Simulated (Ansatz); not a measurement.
**1T (CdI2-type) TiBr₂ (cell taken from a computed entry)**

Computed with HSE06 (Ansatz, a quantum-chemistry and plane-wave program, PAW).

Run with plane-wave cutoff 500 eV, 6×6×4 k mesh (along the axes of the cell as run), gaussian smearing 0.02 eV, spin-polarised start, scalar-relativistic PAW data made under PBE.

Cell: relaxed with r²SCAN: a = 3.8823 Å, b = 3.8823 Å, c = 6.4650 Å, α = 90.00°, β = 90.00°, γ = 120.00°.

```yaml
band_gap: 2.37 eV (on the SCF k mesh)
```

Note: the magnetic order was assumed, not searched for or taken from measurement; the cell comes from a level without a dispersion term, which matters for the spacing of layers, chains or molecules; cell and atoms aren't relaxed at this level (largest force component 0.03 eV/Å, pressure 0.7 GPa); the cell has widely spaced layers and the level no dispersion term, so their spacing and the moduli can rest on weak binding.

Spin–orbit coupling is not included.

Computed values are for the static lattice.
